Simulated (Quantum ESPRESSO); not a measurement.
**Effort and miss along a sweep of ecutwfc: Ti3Al (Fm-3m, 4 atoms in the cell)**

```
Ti3Al
1.0
   -3.23178     0.00000     3.23178
    0.00000     3.23178     3.23178
   -3.23178     3.23178     0.00000
Ti Al
3 1
Direct
  0.75000   0.75000   0.75000
  0.25000   0.25000   0.25000
  0.00000   0.00000   0.00000
  0.50000   0.50000   0.50000
```
Moments meant for the start (each program seeds them in its own way; μB, in the order of the atoms Ti Ti Ti Al): 0.0 0.0 1.0 0.0.

Method: PBEsol, PseudoDojo standard norm-conserving (PBESOL) pseudopotentials (plane waves; Quantum ESPRESSO).

Base settings: ecutwfc = 85 Ry; occupations = smearing; smearing = gauss; degauss = 0.0073499 Ry; nspin = 2; potentials = {Ti1: Ti.upf, Ti2: Ti.upf, Al: Al.upf}; K_POINTS = automatic 7 7 7 0 0 0; conv_thr = 1e-11 Ry; mixing_beta = 0.4.

Misses are taken against the tightest run, 110 Ry, which need not be fully converged itself. The energy is the free energy per atom.

The count of work is k-points × plane waves × bands × iterations; it is no time, and leaves out set-up, grids and terms that scale otherwise. Core times come from one kind of shared machine and are given to one figure; runs under 30 s give none.

The starting cell comes from a database of computed structures (which also holds hypothetical and non-ambient phases and stackings), without a prior relaxation at this level. With one magnetic atom in the cell only a parallel order is possible. In the base run, with a pressure of about -4 GPa the cell is away from its equilibrium volume at this level.

The runs (ecutwfc): 34 Ry | 42 Ry | 51 Ry | 59 Ry | 68 Ry | 76 Ry | 85 Ry | 98 Ry | 110 Ry.

**Question.** Which is the coarsest setting among those run that, with all tighter ones, holds the energy within 5 meV/atom of the reference, and what does it save?

**Answer.** 76 Ry, off by 1.2 meV/atom; its saving against the reference is no more than about a factor of 2 in the count of work.

**Question.** Which is the coarsest setting among those run that, with all tighter ones, holds the energy within 0.5 meV/atom of the reference, and what does it save?

**Answer.** 85 Ry, off by 0.29 meV/atom; its saving against the reference is no more than about a factor of 2 in the count of work.

**Question.** For at most 0.2 times the reference's count of work, which run misses the energy least?

**Answer.** 42 Ry, with a miss of 1500 meV/atom at a count of 0.17.

**Question.** What does the step from 34 Ry to 68 Ry buy?

**Answer.** It takes the miss in the energy from 4300 to 11 meV/atom, for 3.0 times the count of work and roughly 3 times the time.

| ecutwfc | energy less reference (meV/atom) | pressure less reference (GPa) | count of work / reference | core time / reference (rough) |
|---|---|---|---|---|
| 34 Ry | 4281.91 | -114.65 | 0.14 | 0.2 |
| 42 Ry | 1495.98 | -55.52 | 0.17 | 0.2 |
| 51 Ry | 395.95 | -21.49 | 0.26 | 0.3 |
| 59 Ry | 84.79 | -6.59 | 0.31 | 0.5 |
| 68 Ry | 11.18 | -1.26 | 0.41 | 0.5 |
| 76 Ry | 1.17 | -0.14 | 0.50 | 0.5 |
| 85 Ry | 0.29 | 0.00 | 0.54 | 0.7 |
| 98 Ry | 0.13 | 0.00 | 1.1 | 0.9 |
| 110 Ry | 0.00 | 0.00 | 1.0 | 1 |
